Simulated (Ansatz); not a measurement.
The starting structures come from a database of crystals and need not be the phases stable at ambient conditions.

 Where the default PAW files enter, the runs use the earlier of Ansatz's two default sets.

Crystal: SrTaNO₂ (I4/mcm, not sure to be the ambient phase, 10 atoms a cell, 13.3 Å³ an atom, -7 GPa at this level); planes in its conventional cell.

These are PBEsol (plane waves, PAW; Ansatz, an electronic-structure program) values and carry that method's errors.

No gap correction and no spin-orbit coupling; mid-gap values are interpolated between computed energies.

```tsv
plane	area of the cell (Å²)	mid-gap κ (1/Å)	largest κ in the gap (1/Å)
(100)	46.8	0.15	0.17
(110)	33.1	…	…
(001)	32.2	…	…
```

Question: The slowest decay depends on the direction. Supply the withheld values.

Answer: 
- (110), mid-gap κ (1/Å): 0.16
- (110), largest κ in the gap (1/Å): 0.18
- (001), mid-gap κ (1/Å): 0.11
- (001), largest κ in the gap (1/Å): 0.12
